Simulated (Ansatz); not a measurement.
For β-phase Si3N4 (model structure), PBE (Ansatz, a quantum-chemistry and plane-wave program, PAW) gives:

```
Item                  Result
-------------------  -------
lattice parameter a  7.664 Å
lattice parameter c  2.927 Å
```

**Question.** What does r²SCAN (PAW; Ansatz) give for the same quantities?

**Answer.** 
- lattice constant a: 7.606 Å (shrinks by 0.8 %)
- lattice parameter c: 2.906 Å (shrinks by 0.7 %)

Changes are worked out from the printed values.

Unless a cell is named, each level is at its own relaxed cell (PBE 10.63, r²SCAN 10.40 Å³/atom).

Ansatz's density-functional and Hartree–Fock values are scalar-relativistic unless marked +SOC, with PAW data made under PBE.

A model structure was made by putting elements into a prototype or built by hand; here it ended with the formula and space group of a phase in our tables.
